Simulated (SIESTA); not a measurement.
# Short convergence ladders for TiCd (P4mm, 4 atoms in the cell)

```xyz
4
Lattice="2.9025 0.0000 0.0000 0.0000 2.9025 0.0000 0.0000 0.0000 9.0593" Properties=species:S:1:pos:R:3 pbc="T T T"
Ti     0.0000     1.4513     3.5946
Ti     1.4513     0.0000     5.5146
Cd     0.0000     1.4513     7.8514
Cd     1.4513     0.0000     1.2079
```

Base method: SIESTA with GGA PBEsol, numerical atomic orbitals DZP, PseudoDojo PBEsol standard norm-conserving potentials (rewritten from UPF to PSML).

Base settings: XC.functional = GGA; XC.authors = PBEsol; potentials = PseudoDojo PBEsol standard; PAO.BasisSize = DZP; PAO.EnergyShift = 0.01 Ry; MeshCutoff = 350 Ry; kgrid.MonkhorstPack = 5 5 2; OccupationFunction = FD; ElectronicTemperature = 0.1 eV; MaxSCFIterations = 150.

**Shifted k-point meshes**

Only quantities that move along the ladder and can be compared are tabulated.

| kgrid.MonkhorstPack | free energy less the last step's (meV/atom) | pressure (GPa) | largest difference of a force vector from the last step's (eV/Å) |
|---|---|---|---|
| 2 2 1 shifted by 0.5 0.5 0.5 | 165.37 | -0.19 | 1.396 |
| 4 4 2 shifted by 0.5 0.5 0.5 | 48.18 | -5.97 | 0.186 |
| 6 6 2 shifted by 0.5 0.5 0.5 | 0.32 | -6.82 | 0.096 |
| 7 7 3 shifted by 0.5 0.5 0.5 | 1.95 | -6.77 | 0.054 |
| 9 9 3 shifted by 0.5 0.5 0.5 | 1.06 | -6.73 | 0.008 |
| 11 11 4 shifted by 0.5 0.5 0.5 | -1.25 | -6.74 | 0.021 |
| 13 13 5 shifted by 0.5 0.5 0.5 | -0.23 | -6.74 | 0.013 |
| 24 24 8 shifted by 0.5 0.5 0.5 | 0.00 | -6.74 | 0.000 |

Coarsest kgrid.MonkhorstPack that holds the free energy within 0.5 meV/atom of the last step, with all finer ones: 13 13 5 shifted by 0.5 0.5 0.5; the step before is off by 1.3 meV/atom.

Coarsest kgrid.MonkhorstPack that holds the pressure within 0.05 GPa of the last step, with all finer ones: 7 7 3 shifted by 0.5 0.5 0.5; the step before is off by 0.08 GPa.

Coarsest kgrid.MonkhorstPack that holds the forces within 0.01 eV/Å: not settled: the last two steps still differ by 0.013 eV/Å, over half the tolerance, so the ladder does not show it.

**The k-point mesh at a smearing width of 0.3 eV**

In this ladder: ElectronicTemperature = 0.3 eV.

Only quantities that move along the ladder and can be compared are tabulated.

```tsv
kgrid.MonkhorstPack	free energy less the last step's (meV/atom)	pressure (GPa)	largest difference of a force vector from the last step's (eV/Å)
4 4 2	-23.82	-5.64	0.137
5 5 2	13.21	-5.27	0.032
6 6 2	-3.03	-5.43	0.038
7 7 3	-1.90	-5.43	0.024
8 8 3	2.49	-5.39	0.013
12 12 4	-0.31	-5.42	0.002
18 18 6	-0.01	-5.41	0.000
22 22 7	0.00	-5.41	0.000
```

Coarsest kgrid.MonkhorstPack that holds the forces within 0.01 eV/Å of the last step, with all finer ones: 12 12 4; the step before is off by 0.013 eV/Å.

Coarsest kgrid.MonkhorstPack that holds the free energy within 1 meV/atom of the last step, with all finer ones: 12 12 4; the step before is off by 2.5 meV/atom.

Coarsest kgrid.MonkhorstPack that holds the pressure within 0.2 GPa of the last step, with all finer ones: 5 5 2; the step before is off by 0.23 GPa.

**The width of Methfessel-Paxton smearing**

In this ladder: kgrid.MonkhorstPack = 8 8 4; OccupationFunction = MP; OccupationMPOrder = 1.

Narrow widths need finer meshes than wide ones, so the last steps can hold mesh noise.

Only quantities that move along the ladder and can be compared are tabulated; pressure and forces are left out, as mesh noise rules them at narrow widths.

| ElectronicTemperature | free energy less the last step's (meV/atom) |
|---|---|
| 0.5 eV | 2.79 |
| 0.3 eV | -0.26 |
| 0.2 eV | -0.67 |
| 0.1 eV | -0.31 |
| 0.05 eV | 0.00 |

Widest ElectronicTemperature that holds the free energy within 2 meV/atom of the last step, with all finer ones: 0.3 eV; the step before is off by 2.8 meV/atom.

On the base run: the starting cell comes from a database of computed structures (which also holds hypothetical and non-ambient phases and stackings), without a prior relaxation at this level. Its lattice was rescaled by up to half a per cent. One atom was moved a little off its site on purpose. Spin polarisation is off. Values carry the incompleteness of an atom-centred basis. In the base run, with a pressure of about -6 GPa the cell is away from its equilibrium volume at this level. Without a gap this mesh is coarse (it stands for a supercell whose shortest vector is 15 Å).

Left out of this page: 2 runs of the series outside the window shown, repeating another row's setting, or not comparable; 1 run of the series unsound by tests on forces, stress, charge or solver warnings.
